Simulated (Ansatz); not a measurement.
Functionals compared on a constructed model of the (0001) surface of hcp Zr, a pseudomorphic layer of Sn in the host's stacking (bottom of the slab: a bare face, its two planes held), in Ansatz (plane waves, PAW). The structure was relaxed with PBE; the other rows are single points on it. Cutoff 420 eV (500 eV for r2SCAN).

Slab: 7 atoms, 15.6 Å thick at the start; k 13x13x1, smearing 0.1 eV, dipole-corrected; 2 atoms held, the rest relaxed; symmetry of the start imposed; no spin, no spin-orbit, no U. It is one candidate, not shown to be the stable structure of the face. These notes are the PBE run's.

```json
[
 {"functional": "PBE", "work function of the top face (eV)": "4.54", "rough cost of the single point": "–"},
 {"functional": "RPBE", "work function of the top face (eV)": "4.43", "rough cost of the single point": "about 30 core-seconds (a rough figure)"},
 {"functional": "r2SCAN", "work function of the top face (eV)": "?", "rough cost of the single point": "very roughly 70 core-seconds"}
]
```

Complete the blanks.


- r2SCAN, work function of the top face (eV): 4.73

Ansatz is an electronic-structure program.
